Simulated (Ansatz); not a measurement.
CdTe: Te → Co

The reference is CdTe in the rock salt structure (space group Fm-3m, No. 225; a = 5.999 Å).

The change: every Te is replaced by Co, then cell and atoms are relaxed.

Method: PBEsol in Ansatz (plane waves to 420 eV, PAW, no spin-orbit coupling). Γ-centred 16×16×16 mesh, Fermi–Dirac width 0.05 eV, for the changed cell.

```csv
quantity,base,changed,shift
volume per atom,26.99 Å³,16.88 Å³,-10.103 Å³
density,7.38 g/cm³,8.43 g/cm³,+1.042 g/cm³
shortest interatomic distance,3.000 Å,2.565 Å,-0.4341 Å
band gap,zero,zero,–
magnetic state,not spin-polarised,ferromagnetic,–
largest site moment,0.00 μB,1.44 μB,+1.44 μB
```

Final structure:

```xyz
2
Lattice="0.0000 2.5654 2.5654 2.5654 0.0000 2.5654 2.5654 2.5654 0.0000" Properties=species:S:1:pos:R:3 pbc="T T T"
Cd     0.0000     0.0000     0.0000
Co     2.5654     2.5654     2.5654
```

Cost of the whole job for the changed cell (relaxation, final SCF and bands): very roughly 2.0 core-minutes.

Other magnetic orders, which the real material may have, were not ruled out. Stability against distortions was not tested. As relaxed here, CdCo is a hypothetical phase, not in the database extracts checked. Spin-polarised in the final run: CdCo; the other runs are not. This is not the structure that CdTe has at room temperature and ambient pressure.

Ansatz is a program for electronic structure.
